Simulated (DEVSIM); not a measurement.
Structure: abrupt In0.53Ga0.47As p-n junction, at 300 K.

```
layer (left to right)        material  thickness (μm)  Nd (cm⁻³)  Na (cm⁻³)  τn (s)  τp (s)
---------------------  --------------  --------------  ---------  ---------  ------  ------
1                      In0.53Ga0.47As            8.70          -     3.2e16  1.1e-8  1.1e-8
2                      In0.53Ga0.47As           0.540     1.2e15          -  1.1e-8  1.1e-8
```

Left contact: ohmic. Right contact: ohmic. Voltage is applied to the left contact. Recombination: SRH at mid-gap, radiative, Auger. Mobility is constant in doping.

The device is made up for the run: typed textbook-type constants, with dimensions and the other settings drawn at random. Values at 300 K.

```csv
parameter,In0.53Ga0.47As
gap (eV),0.74
affinity (eV),4.51
permittivity,13.9
Nc (cm⁻³),2.1e17
Nv (cm⁻³),7.7e18
μn (cm²/Vs),12000
μp (cm²/Vs),300
B (cm³/s),9.6e-11
Cn (cm⁶/s),5e-29
Cp (cm⁶/s),5e-29
```

Simulated with DEVSIM: 1D drift-diffusion, Boltzmann statistics, complete ionisation; no tunnelling, impact ionisation, image-force lowering or self-heating.

The thickness of layer 2 was swept, all else fixed.

```tsv
thickness of layer 2 (μm)	dark forward voltage at 100 A/cm² (V)	largest field in the device at zero bias (V/cm)	dark forward voltage at 1 A/cm² (V)
0.11	0.398	31000	0.202
0.19	0.421	22000	0.217
0.32	0.445	16000	0.237
0.54	0.462	14000	0.266
0.92	0.470	13000	0.293
1.6	0.475	13000	___
2.7	0.478	13000	0.320
```

Complete the blanks.


- 1.6, dark forward voltage at 1 A/cm² (V): 0.310
